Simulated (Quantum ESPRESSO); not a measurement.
A self-consistent single point of Mg₁₅W (P-6m2, 16 atoms in the cell) with Quantum ESPRESSO.

Computed with rVV10, SSSP 1.1.2 efficiency (PBE) pseudopotentials (plane waves; Quantum ESPRESSO 7.5).

```yaml
crystal:
  lattice:
    - [6.29648, 0.00000, 0.00000]
    - [-3.14824, 5.45291, 0.00000]
    - [0.00000, 0.00000, 10.06286]
  atoms:
    - { symbol: Mg, position: [0.00000, 0.00000, 0.50000] }
    - { symbol: Mg, position: [0.00008, 0.50004, 0.00000] }
    - { symbol: Mg, position: [0.49996, 0.99992, 0.00000] }
    - { symbol: Mg, position: [0.49996, 0.50004, 0.00000] }
    - { symbol: Mg, position: [0.00195, 0.50097, 0.50000] }
    - { symbol: Mg, position: [0.49902, 0.99805, 0.50000] }
    - { symbol: Mg, position: [0.49902, 0.50097, 0.50000] }
    - { symbol: Mg, position: [0.16064, 0.32127, 0.75910] }
    - { symbol: Mg, position: [0.16064, 0.83937, 0.24090] }
    - { symbol: Mg, position: [0.67873, 0.83937, 0.75910] }
    - { symbol: Mg, position: [0.16064, 0.32127, 0.24090] }
    - { symbol: Mg, position: [0.16064, 0.83937, 0.75910] }
    - { symbol: Mg, position: [0.67873, 0.83937, 0.24090] }
    - { symbol: Mg, position: [0.66667, 0.33333, 0.74769] }
    - { symbol: Mg, position: [0.66667, 0.33333, 0.25231] }
    - { symbol: W, position: [0.00000, 0.00000, 0.00000] }
```

Reference input (self-consistent single point, DFT, PBEsol, plane waves, SSSP 1.1.2 efficiency (PBE) pseudopotentials): ecutwfc = 40 Ry; ecutrho = 320 Ry; occupations = smearing; smearing = fd; degauss = 0.0073499 Ry; input_dft = pbesol; potentials = {Mg: Mg.pbe-n-kjpaw_psl.0.3.0.UPF, W: W_pbe_v1.2.uspp.F.UPF}; K_POINTS = automatic 4 4 3 0 0 0; conv_thr = 1e-10 Ry. This run's input differs from it in these lines:

```diff
@@ -18,3 +18,3 @@
    degauss = 0.0073499
-   input_dft = 'pbesol'
+   input_dft = 'rvv10'
 /
```

The program printed (abridged):

```
     Self-consistent Calculation

     iteration #  1     ecut=    40.00 Ry     beta= 0.70

     negative rho (up, down):  6.945E-02 0.000E+00

     total energy              =    -672.51932833 Ry
     estimated scf accuracy    <       2.03549979 Ry

     iteration #  2     ecut=    40.00 Ry     beta= 0.70

     negative rho (up, down):  6.840E-02 0.000E+00

     total energy              =    -671.27003571 Ry
     estimated scf accuracy    <      50.24312419 Ry

     iteration #  3     ecut=    40.00 Ry     beta= 0.70

     negative rho (up, down):  6.775E-02 0.000E+00

     total energy              =    -673.83524893 Ry
     estimated scf accuracy    <       5.70431583 Ry

   [... 16 blocks of this kind left out ...]

     iteration # 20     ecut=    40.00 Ry     beta= 0.70
     c_bands:  1 eigenvalues not converged

     negative rho (up, down):  6.813E-02 0.000E+00

     total energy              =    -674.13524628 Ry
     estimated scf accuracy    <          1.6E-10 Ry

     iteration # 21     ecut=    40.00 Ry     beta= 0.70

     negative rho (up, down):  6.813E-02 0.000E+00
     End of self-consistent calculation

     the Fermi energy is     4.5255 ev

!    total energy              =    -674.13524628 Ry
     estimated scf accuracy    <          5.1E-11 Ry
     smearing contrib. (-TS)   =      -0.02074338 Ry
     internal energy E=F+TS    =    -674.11450289 Ry

     convergence has been achieved in  21 iterations

     negative rho (up, down):  6.813E-02 0.000E+00

     Forces acting on atoms (cartesian axes, Ry/au):

     atom    1 type  1   force =     0.00000000    0.00000000    0.00000000
     atom    2 type  1   force =    -0.00116501   -0.00067262    0.00000000
     atom    3 type  1   force =     0.00000000    0.00134524    0.00000000
     atom    4 type  1   force =     0.00116501   -0.00067262    0.00000000
     atom    5 type  1   force =     0.00172310    0.00099483   -0.00000000
   [... lines left out ...]
     Total force =     0.006539     Total SCF correction =     0.000005
   [... lines left out ...]

     negative rho (up, down):  6.813E-02 0.000E+00
          total   stress  (Ry/bohr**3)                   (kbar)     P=       -5.75
  -0.00002750  -0.00000000   0.00000000           -4.05       -0.00        0.00
  -0.00000000  -0.00002750   0.00000000           -0.00       -4.05        0.00
   0.00000000   0.00000000  -0.00006225            0.00        0.00       -9.16

   JOB DONE.
```

The run converged in 21 iterations. Against the reference run the pressure goes from -1.07 to -0.57 GPa and the largest force goes from 0.101 to 0.051 eV/Å. The full log also holds: “c_bands:  1 eigenvalues not converged”.

The starting cell comes from a database of computed structures (which also holds hypothetical and non-ambient phases and stackings), without a prior relaxation at this level. Spin-orbit coupling is off. Spin polarisation is off.

Cost on one core of a shared machine: roughly 10 min.
